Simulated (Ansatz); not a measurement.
Base system: BaTiO₃ in the cubic perovskite structure (space group Pm-3m, No. 221; a = 4.0192 Å).

One thing is altered: a hydrostatic pressure of 15 GPa.

Level of theory: PBE in Ansatz (plane waves to 420 eV, PAW, no spin-orbit coupling).

Base, band edges from the VBM (valence, conduction): M -0.05, 3.49; R 0.00, 4.13; X -0.67, 1.91; Γ -0.12, 1.78 eV.

Task: Give the band edges at the high-symmetry points of the new zone, measured from its valence-band maximum.

Result: 
| point | valence edge (eV) | conduction edge (eV) |
|---|---|---|
| Γ | -0.03 | 1.95 |
| X | -0.66 | 2.10 |
| M | -0.05 | 3.90 |
| R | 0.00 | 4.64 |

The gap is 1.95 eV, indirect, R → Γ.

Load acts through the strain it causes; cell and atoms are relaxed under it. Stability against distortions was not tested. No other phases were tried under pressure. All final runs are without spin polarisation. Many cubic perovskites are stable only at high temperature; tilts and polar distortions were not tested. This is not the structure that BaTiO3 has at room temperature and ambient pressure.

Ansatz is an electronic-structure program.
